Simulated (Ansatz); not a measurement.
Effect of Sb → Nb on InSb

Base system: InSb in the zinc blende structure (space group F-43m, No. 216; a = 6.556 Å).

One thing is altered: every Sb is replaced by Nb, then cell and atoms are relaxed.

Method: r2SCAN, PAW, 500 eV (Ansatz, a program for electronic structure; no spin-orbit coupling). Γ-centred 13×13×13 mesh, Fermi–Dirac width 0.05 eV, for the changed cell.

```tsv
quantity	base	changed	shift
volume per atom	35.22 Å³	31.05 Å³	-4.175 Å³
density	5.58 g/cm³	5.56 g/cm³	-0.02 g/cm³
lattice parameter a	6.556 Å	6.286 Å	-0.270 Å
space group	F-43m (No. 216)	F-43m (No. 216)	–
shortest interatomic distance	2.839 Å	2.722 Å	-0.117 Å
band gap	zero	zero	–
```

Cost of the whole job for the changed cell (relaxation, final SCF and bands): very roughly 110 core-seconds.

Spin-orbit coupling, missing from the scalar runs, can matter with Sb. Stability against distortions was not tested. As relaxed here, NbIn is a hypothetical phase, not in the database extracts checked. All final runs are without spin polarisation. NbIn has a high density of states at the Fermi level and may be magnetic at this level. Gaps under 0.05 eV, about the width of the smearing, are given as zero. A zero or small gap of InSb can be the functional's error rather than a property of the material.
